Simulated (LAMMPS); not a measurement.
MD of TiO2 (anatase) at zero pressure, 600 atoms, as a crystal; each row is its own run.

Level of theory: classical MD, Buckingham potential of Matsui and Akaogi, Mol. Simul. 6, 239 (1991), as tabulated by Reinhardt, J. Chem. Phys. 151, 064505 (2019), used with rigid ions (no shells), PPPM sums, short-range terms cut at 10 Å, modified for these runs by an r^-4 repulsive force inside the short-range force's maximum; code LAMMPS.

| T (K) | volume (Å³/atom) |
|---|---|
| 200 | 11.397 |
| 300 | 11.425 |
| 940 | 11.619 |
| 1260 | 11.728 |
| 1890 | 11.963 |
| 2200 | 12.096 |
| 2520 | 12.245 |

Problem. Fit a straight line, y = a + b x, to these rows (x is the first column, y the second) and predict the run at x = 1580.

Solution. Least squares gives a = 11.302 and b = 0.0003605. At x = 1580 the fit predicts 11.872 Å³/atom. The run itself gave 11.846 ± 0.002 Å³/atom, so the fit is 0.22 % high.

Caution: in nature this polymorph isn't the stable one over the whole range of temperature at this pressure, and short runs keep a crystal in its starting form.

Caution (rows 940; 1260; 1580; 1890; 2200; 2520): a run this short can hold a crystal over, or a liquid under, the potential's own melting point, which these runs don't give.
